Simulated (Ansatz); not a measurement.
SiO$_{2}$ (space group Imma, No. 74; a cell from a computed database, its experimental status unchecked)

```yaml
crystal:
  lattice:
    - [-2.63190, 4.78877, 4.45920]
    - [2.63190, -4.78877, 4.45920]
    - [2.63190, 4.78877, -4.45920]
  atoms:
    - { symbol: Si, position: [0.92916, 0.84466, 0.08449] }
    - { symbol: Si, position: [0.07084, 0.15534, 0.91551] }
    - { symbol: Si, position: [0.26017, 0.84466, 0.41551] }
    - { symbol: Si, position: [0.73983, 0.15534, 0.58449] }
    - { symbol: O, position: [0.13101, 0.88101, 0.25000] }
    - { symbol: O, position: [0.86899, 0.11899, 0.75000] }
    - { symbol: O, position: [0.79178, 0.50000, 0.79178] }
    - { symbol: O, position: [0.20822, 0.50000, 0.20822] }
    - { symbol: O, position: [0.20822, 0.00000, 0.70822] }
    - { symbol: O, position: [0.79178, 0.00000, 0.29178] }
    - { symbol: O, position: [0.00000, 0.00000, 0.00000] }
    - { symbol: O, position: [0.50000, 0.00000, 0.50000] }
```

Computed with plane-wave PAW DFT at the PBEsol level (Ansatz, a first-principles code, 420 eV), without spin-orbit coupling. Settings: 6×6×6 k-points, 0.05 eV Fermi–Dirac smearing.

| Quantity | Result |
|---|---|
| Volume per atom | 18.73 Å³ |
| Density | 1.78 g/cm³ |
| Band gap | 5.50 eV, direct at Γ |
| Lowest conduction-band minima above the VBM | Γ 5.50 eV |
| Total energy | -582.197 eV/atom (σ→0; compares only within this code and set-up) |

Whether these cells are dynamically stable was not tested.
